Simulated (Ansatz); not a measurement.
A computed series for GaAs: response to strain

The reference is GaAs in the zinc blende structure (space group F-43m, No. 216; a = 5.6667 Å).

Strains are applied to the cell and any free atomic positions relax.

Calculations: r2SCAN in Ansatz (plane waves to 500 eV, PAW, no SOC).

Notes on the quantities. energy relative to the base: free energy F.

| change | energy relative to the base | band gap | electron mass |
|---|---|---|---|
| base | 0 meV/atom | 0.96 eV | 0.051 mₑ (at Γ) |
| isotropic strain −3.00 % | +46 meV/atom | 1.57 eV | 1.2 mₑ along k, 0.21 mₑ across (off the special points) |
| isotropic strain −2.50 % | +32 meV/atom | 1.59 eV | 0.077 mₑ (at Γ) |
| isotropic strain −2.00 % | +20 meV/atom | 1.46 eV | 0.072 mₑ (at Γ) |
| isotropic strain −1.50 % | +11 meV/atom | 1.33 eV | 0.067 mₑ (at Γ) |
| isotropic strain −1.00 % | +4.8 meV/atom | 1.21 eV | 0.062 mₑ (at Γ) |
| isotropic strain −0.50 % | +1.2 meV/atom | 1.08 eV | 0.056 mₑ (at Γ) |

Effective masses come from finite differences of ±0.01 Å⁻¹. Along k means along the line from Γ to the band edge. Whether these cells are dynamically stable was not tested.

Ansatz is a program for electronic structure.
